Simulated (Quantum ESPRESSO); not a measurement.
Troubleshooting Quantum ESPRESSO: a failed run on Cu₂OF₂ (P1, 10 atoms in the cell). The aim is a self-consistent single point with DFT, PBEsol, plane waves, PSlibrary PAW (PBE) pseudopotentials.

Cell that was meant: a = 5.7028 Å, b = 5.7523 Å, c = 6.0475 Å, α = 108.24°, β = 108.90°, γ = 108.68°.

Part of the input:

```fortran
    occupations = 'smearing'
    smearing = 'gaussian'
    degauss = 0.0073499
    tot_charge = 1
    nspin = 2
    starting_magnetization(1) = 0.091
    input_dft = 'pbesol'
```

Output (repeated stretches shortened):

```
     Self-consistent Calculation

     iteration #  1     ecut=    55.00 Ry     beta= 0.30

     total energy              =   -1158.69268323 Ry
     estimated scf accuracy    <       2.16544234 Ry

     total magnetization       =     2.99 Bohr mag/cell
     absolute magnetization    =     3.01 Bohr mag/cell

     iteration #  2     ecut=    55.00 Ry     beta= 0.30

     total energy              =   -1159.08665000 Ry
     estimated scf accuracy    <       0.65519375 Ry

     total magnetization       =     1.42 Bohr mag/cell
     absolute magnetization    =     1.44 Bohr mag/cell

   [... lines left out ...]

     iteration # 99     ecut=    55.00 Ry     beta= 0.30

     total energy              =   -1159.19054831 Ry
     estimated scf accuracy    <       0.00007377 Ry

     total magnetization       =     2.06 Bohr mag/cell
     absolute magnetization    =     2.14 Bohr mag/cell

     iteration #100     ecut=    55.00 Ry     beta= 0.30

     total energy              =   -1159.18993063 Ry
     estimated scf accuracy    <       0.00008318 Ry

     total magnetization       =     2.08 Bohr mag/cell
     absolute magnetization    =     2.16 Bohr mag/cell
     End of self-consistent calculation

     convergence NOT achieved after 100 iterations: stopping

   JOB DONE.
```

Question: What is wrong, and how is it fixed?

Answer: The fault is an unintended net charge. A charged periodic cell changes the electron count and is neutralised by a uniform background, so energy, forces and pressure belong to another system. To fix it, remove the charge. The run ended unconverged after 100 iterations.

An input that runs soundly differs in these lines (not the only fix; some lines may just follow from the change or write a value another way):
```diff
-    tot_charge = 1
```

With that input, the run converged in 23 iterations: free energy E − TS -15769.3308 eV; Fermi level (on the code's own zero) 2.69 eV; pressure -3.36 GPa; largest force (vector length) 0.378 eV/Å; size of the cell's spin moment 3.42 μB (DFT, PBEsol, plane waves, PSlibrary PAW (PBE) pseudopotentials).

On the sound input: the starting cell comes from a database of computed structures (which also holds hypothetical and non-ambient phases and stackings), without a prior relaxation at this level. The magnetic order is the one reached from the typed start; others were not searched systematically. With a pressure of about -3 GPa the cell is away from its equilibrium volume at this level. The run gives no clean gap (levels at the Fermi energy touch, overlap or are partly filled at this smearing), which alone does not show that the compound is a metal. Without a gap this mesh is coarse (it stands for a supercell whose shortest vector is 17 Å).
